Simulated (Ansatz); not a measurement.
# Rh3Si2 (space group P-3m1, No. 164; a cell from a computed database, its experimental status unchecked)

```
Rh3Si2
1.0
    3.95798     0.00000     0.00000
   -1.97899     3.42771     0.00000
    0.00000     0.00000     5.03608
Si Rh
2 3
Direct
  0.33333   0.66667   0.19806
  0.66667   0.33333   0.80194
  0.33333   0.66667   0.67342
  0.66667   0.33333   0.32658
  0.00000   0.00000   0.00000
```

Calculations: Ansatz (a quantum-chemistry and plane-wave program) PBEsol, no spin-orbit coupling, earlier PAW set. k-mesh 14×14×9 (Γ-centred); smearing 0.05 eV (Fermi–Dirac).

| Item | Value |
|---|---|
| Volume per atom | 13.66 Å³ |
| Density | 8.87 g/cm³ |
| Band gap | zero |
| Total energy | -4052.730 eV/atom (σ→0; compares only within this code and set-up) |

Whether these cells are dynamically stable was not tested. All final runs are without spin polarisation. An odd electron count without spin: Rh3Si2.
